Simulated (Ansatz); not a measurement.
```xyz
1
Lattice="0.0000 2.0370 2.0370 2.0370 0.0000 2.0370 2.0370 2.0370 0.0000" Properties=species:S:1:pos:R:3 pbc="T T T"
Ag     0.0000     0.0000     0.0000
```

No spin polarisation.

Level of theory: PBEsol (Ansatz, a program for electronic structure, PAW, without spin-orbit coupling). k-mesh 28×28×28 (Γ-centred); smearing 0.1 eV (Fermi–Dirac).

Predict the pressure, band gap and space group.


```json
{
 "pressure": "-1.7 GPa",
 "band_gap": "zero",
 "space_group": "Fm-3m (No. 225)"
}
```

The cells carry an imposed strain or load. Whether these cells are dynamically stable was not tested. The cell was made from Ag in the fcc (Cu type) structure (space group Fm-3m, No. 225) by this change: isotropic strain +0.50 %.
